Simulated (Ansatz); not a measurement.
Cubic perovskite BaHfO₃ was calculated with r²SCAN (PAW; Ansatz, a first-principles code).

Settings: plane-wave cutoff 560 eV, 8×8×8 k mesh, Fermi–Dirac smearing 0.01 eV, scalar-relativistic PAW data made under PBE.

Results at a series of volumes:

```csv
V (Å³/atom),E − E_lowest (meV/atom),P (GPa)
13.702,31.27,12.10
13.993,13.39,7.63
14.285,3.23,3.61
14.576,0.00,0.00
14.868,3.00,-3.24
15.160,11.60,-6.16
15.451,25.22,-8.77
```

Problem. Estimate the bulk modulus and its pressure derivative from these points.

Solution. V0 = 14.577 Å³/atom, B0 = 171 GPa, B′ = 4.3 (fit to the energies at full precision).

Measured, for comparison: equilibrium volume per atom 14.51 Å³/atom (room temperature, not corrected to a static lattice; as tabulated in Zhao et al. (2008), arXiv:0809.3506). Computed (rounded) less measured: equilibrium volume per atom +0.5 %.

Spin–orbit coupling is not included.
